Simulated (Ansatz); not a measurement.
**How far PBE and PBEsol part for hypothetical diamond Sc**

The parent structure is Sc in the diamond structure (space group Fd-3m, No. 227; a = 6.499 Å; a hypothetical phase, not in the database extracts checked).

(Cell as relaxed with PBE.)

Levels (all Ansatz, a quantum-chemistry and plane-wave program, PAW): PBE (420 eV, no spin-orbit coupling); PBEsol (420 eV, scalar-relativistic without spin-orbit coupling).

Each level relaxes its own structure.

| quantity | PBE | PBEsol |
|---|---|---|
| volume per atom | 34.32 Å³ | ___ |
| lattice parameter a | 6.499 Å | ___ |
| band gap | zero | ___ |

Q: What does PBEsol give?

A: 
- volume per atom, PBEsol: 30.63 Å³
- lattice parameter a, PBEsol: 6.258 Å
- band gap, PBEsol: zero

PBE's volume per atom lies 3.69 Å³ above PBEsol's (12.0 %); PBE's lattice parameter a lies 0.2416 Å above PBEsol's (3.9 %); the two agree on the band gap. Neither level is exact; PBEsol is the comparison here, not a measurement.

Whether these cells are dynamically stable was not tested. All final runs are without spin polarisation. Sc has a high density of states at the Fermi level and may be magnetic at this level.
